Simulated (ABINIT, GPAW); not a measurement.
A GPAW input for a self-consistent single point of TiO (P-6m2, 2 atoms in the cell) (DFT PBEsol, plane waves, GPAW PAW datasets PBEsol (made by gpaw-setup)):

```python
from ase import Atoms
from ase.units import GPa
from gpaw import GPAW

atoms = Atoms(['Ti', 'O'],
              cell=[[2.822525, 0.000000, 0.000000],
                    [-1.411262, 2.444378, 0.000000],
                    [0.000000, 0.000000, 2.836275]],
              scaled_positions=[[0.666667, 0.333333, 0.000000],
                                [0.000000, 0.000000, 0.500000]],
              pbc=True)

calc = GPAW(mode={'name': 'pw', 'ecut': 950},
            xc='PBEsol',
            kpts={'size': (13, 13, 12), 'gamma': True},
            occupations={'name': 'fermi-dirac', 'width': 0.1},
            nbands=-10,
            symmetry={'symmorphic': False, 'tolerance': 0.0005},
            maxiter=150)

atoms.calc = calc

energy = atoms.get_potential_energy()
print('Energy (eV):', round(energy, 6))
forces = atoms.get_forces()
print('Forces (eV/Ang):')
print(forces.round(5))
stress = atoms.get_stress()
print('Stress (GPa, Voigt):', (stress / GPa).round(4))
```

**Question.** Give the ABINIT input for the same structure, mesh, smearing and functional.

**Answer.** This is the input that was run; spellings and numerical settings could be chosen otherwise.

```
# TiO, PseudoDojo nc-sr-04 PBEsol standard
pp_dirpath "./"
pseudos "Ti.upf, O.upf"
acell 3*1.0 Angstrom
rprim
         2.8225247963   -0.0000002027    0.0000000000
        -1.4112622226    2.4443782778    0.0000000000
         0.0000000000    0.0000000000    2.8362750000
natom 2
ntypat 2
znucl 22 8
typat 1 2
xred
         0.6666666667    0.3333333333    0.0000000000
         0.0000000000    0.0000000000    0.5000000000
ecut 42
ixc -116133
occopt 3
tsmear 0.00367493
nband 14
kptopt 1
ngkpt 13 13 12
nshiftk 1
shiftk 0 0 0
nstep 80
tolvrs 1.0e-11
prtwf 0
prtden 0
```

Basis settings and potentials, where a program has them, do not carry over. This input uses DFT, PBEsol, plane waves, norm-conserving pseudopotentials (PseudoDojo nc-sr-04 PBEsol standard).

The starting cell comes from a database of computed structures (which also holds hypothetical and non-ambient phases and stackings), without a prior relaxation at this level. Its lattice was rescaled by a random factor within 2.5 % of one.
